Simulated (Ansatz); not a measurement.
# fcc Au (0 0 1) on zinc-blende GaAs (0 0 1) (film strained to the substrate, faces as cut)

A periodic stack without vacuum, fcc Au (0 0 1) on zinc-blende GaAs (0 0 1) (film strained to the substrate, faces as cut): substrate slab As5Ga6, film Au12, surface cells [[1, 0], [1, 1]] and [[0, -1], [2, 1]], film strained by -2.3 and -2.3 %, faces Ga/Ga and Au/Au as cut (like faces can put a slab off its formula).

The start was prepared with a machine-learned potential, and the result is one local minimum, with the in-plane cell held and forces under 0.04 eV/Å; the film can end far from its bulk form.

Calculation: PBE (plane waves to 420 eV, PAW; Ansatz, a quantum-chemistry and plane-wave program). Spin–orbit coupling is left out; the runs are not spin-polarised; PBE gaps are too small against experiment. Its k-point mesh 8×8×1, Fermi–Dirac width 0.05 eV.

| Item | Result |
|---|---|
| interface area | 16.5 Å² |
| period | 29.07 Å |
| gaps between the outermost planes at the two interfaces | 1.65 and 1.66 Å |
| Au–Ga contacts across the interfaces within 1.22 times the sum of covalent radii | 8, mean 2.72 Å |
| estimate of the barrier | withheld, since the Fermi level falls at or inside a band of the host, which a slab this thin can't settle |

```yaml
crystal:
  lattice:
    - [4.06067, 0.00020, -0.18222]
    - [0.00086, 4.06271, 0.02552]
    - [-2.68581, 1.87906, 29.23331]
  atoms:
    - { symbol: As, position: [0.94267, 0.50209, 0.08422] }
    - { symbol: As, position: [0.13551, 0.40192, 0.28214] }
    - { symbol: As, position: [0.53906, 0.95195, 0.18330] }
    - { symbol: As, position: [0.32961, 0.30354, 0.48005] }
    - { symbol: As, position: [0.73219, 0.85210, 0.38098] }
    - { symbol: Ga, position: [0.99059, 0.97684, 0.13389] }
    - { symbol: Ga, position: [0.39188, 0.52786, 0.03261] }
    - { symbol: Ga, position: [0.18354, 0.87682, 0.33159] }
    - { symbol: Ga, position: [0.58693, 0.42683, 0.23271] }
    - { symbol: Ga, position: [0.38230, 0.77785, 0.53173] }
    - { symbol: Ga, position: [0.78071, 0.32708, 0.43044] }
    - { symbol: Au, position: [0.52514, 0.71223, 0.67034] }
    - { symbol: Au, position: [0.02584, 0.21164, 0.67145] }
    - { symbol: Au, position: [0.93889, 0.75240, 0.58839] }
    - { symbol: Au, position: [0.45066, 0.24668, 0.59917] }
    - { symbol: Au, position: [0.67826, 0.63814, 0.81956] }
    - { symbol: Au, position: [0.17824, 0.13816, 0.81930] }
    - { symbol: Au, position: [0.10247, 0.67509, 0.74542] }
    - { symbol: Au, position: [0.60222, 0.17564, 0.74499] }
    - { symbol: Au, position: [0.82538, 0.56273, 0.96575] }
    - { symbol: Au, position: [0.33504, 0.05738, 0.97552] }
    - { symbol: Au, position: [0.25377, 0.60009, 0.89417] }
    - { symbol: Au, position: [0.75278, 0.10034, 0.89331] }
```
